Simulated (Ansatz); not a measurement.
MgS (model structure, started from the HgTe type, Fm-3m, No. 225, 6 atoms in the cell), treated with LDA (plane waves, PAW; Ansatz, a quantum-chemistry and plane-wave program).

Settings: plane-wave cutoff 520 eV, 12×12×4 k mesh (along the axes of the cell as run), Fermi–Dirac smearing 0.01 eV, scalar-relativistic PAW data made under PBE.

Cell (relaxed at this level):

```cif
data_Mg3S3
_chemical_formula_sum 'Mg3 S3'
_space_group_name_H-M_alt 'P 1'
_space_group_IT_number 1
_cell_length_a 3.62692
_cell_length_b 3.62692
_cell_length_c 8.88392
_cell_angle_alpha 90.000
_cell_angle_beta 90.000
_cell_angle_gamma 120.000
loop_
_space_group_symop_operation_xyz
  'x, y, z'
loop_
_atom_site_label
_atom_site_type_symbol
_atom_site_fract_x
_atom_site_fract_y
_atom_site_fract_z
_atom_site_occupancy
Mg1 Mg 0.33333 0.33333 0.00000 1
Mg2 Mg 0.66667 0.00000 0.33333 1
Mg3 Mg 0.00000 0.66667 0.66667 1
S1 S 0.33333 0.33333 0.50000 1
S2 S 0.66667 0.00000 0.83333 1
S3 S 0.00000 0.66667 0.16667 1
```

**Question.** Predict the band gap, direct gap at Γ and bulk modulus.

**Answer.** 
band gap: 2.65 eV (on the SCF k mesh)
direct gap at Γ: 3.83 eV
bulk modulus: 83.4 GPa

Note: the bulk modulus is −V dP/dV from two relaxed cells at ±2 % in volume.

Computed values are for the static lattice.

A model structure was made by putting elements into a prototype or built by hand; here it ended with the formula and space group of a phase in our tables.
